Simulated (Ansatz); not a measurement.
Hypothetical simple cubic Ir: pressure series

Take Ir in the simple cubic structure (space group Pm-3m, No. 221; a = 2.570 Å; a hypothetical phase, not in the database extracts checked) as the base.

Cell and atoms are relaxed at each pressure.

All numbers come from Ansatz (a program for electronic structure), PBE, PAW, cutoff 420 eV, no spin-orbit coupling.

```csv
P (GPa),V (Å³/atom)
-2.01,17.123
-1.01,17.051
0.30,16.960
0.70,16.932
1.50,16.879
3.00,16.780
5.01,16.655
7.51,16.505
10.01,16.363
```

Q: Fit a third-order Birch–Murnaghan equation of state.

A: Least squares on P(V) = (3B₀/2)[(V₀/V)^(7/3) − (V₀/V)^(5/3)]·[1 + (3/4)(B₀′ − 4)((V₀/V)^(2/3) − 1)] gives V₀ = 16.98 Å³/atom, B₀ = 246 GPa and B₀′ = 5.0.

Load acts through the strain it causes; cell and atoms are relaxed under it. Whether these cells are dynamically stable was not tested. Competing high-pressure phases were not computed. All final runs are without spin polarisation. Ir has a high density of states at the Fermi level and may be magnetic at this level.
